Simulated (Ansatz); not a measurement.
Band structure of Li (Im-3m, 1 atom in the cell).

```xyz
1
Lattice="-1.7450 1.7450 1.7450 1.7450 -1.7450 1.7450 1.7450 1.7450 -1.7450" Properties=species:S:1:pos:R:3 pbc="T T T"
Li     0.0000     0.0000     0.0000
```

Computed with PBE (plane waves, PAW; Ansatz, an electronic-structure program).

Settings: kpoints.mp_grid.grid = 11 11 11; hamiltonian.xc = pbe; hamiltonian.pseudopotentials = {kind: paw} (the program's default PAW files); scf.occupations.method = gaussian; scf.occupations.width = 0.136 eV; kpoints.band_path.npoints = 8.

The starting cell has typed, rounded lattice constants, without a prior relaxation at this level.

Levels in eV from the Fermi level, bands 1 to 5:
```
point       1      2      3      4      5
-----  ------  -----  -----  -----  -----
Γ      -46.62  -3.53  14.10  14.10  14.10
H      -46.59   5.33   5.33   5.33   7.55
N      -46.60   0.24   3.07  10.01  11.44
P      -46.60   3.27   3.27   3.27   7.98
```

Bands cross the Fermi level along this path, so the cell is metallic at this level.

Keys are those of Ansatz 0.2.
